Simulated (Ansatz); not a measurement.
System: Si (model structure, started from the lonsdaleite type, P6₃/mmc, No. 194, 4 atoms in the cell). Method: LDA (plane waves, PAW; Ansatz, a first-principles code).

Settings: plane-wave cutoff 520 eV, 18×18×10 k mesh (along the axes of the cell as run), Fermi–Dirac smearing 0.05 eV, scalar-relativistic PAW data made under PBE.

Cell (relaxed at this level):

```yaml
crystal:
  lattice:
    - [3.80187, 0.00000, 0.00000]
    - [-1.90094, 3.29252, 0.00000]
    - [0.00000, 0.00000, 6.28978]
  atoms:
    - { symbol: Si, position: [0.33333, 0.66667, 0.06305] }
    - { symbol: Si, position: [0.66667, 0.33333, 0.56305] }
    - { symbol: Si, position: [0.66667, 0.33333, 0.93695] }
    - { symbol: Si, position: [0.33333, 0.66667, 0.43695] }
```

Task: What does this level give for the band gap and smallest direct gap on the k points sampled?

Result: 
band gap: 0.27 eV (indirect)
smallest direct gap on the k points sampled: 0.99 eV

Note: the relaxation could raise the start's symmetry but not lower it, so the cell can be a saddle point.

The result took about 40 core-seconds (a rough figure).

A model structure was made by putting elements into a prototype or built by hand; it is no filed structure, need not be a known phase, and can be a saddle point held by its symmetry.
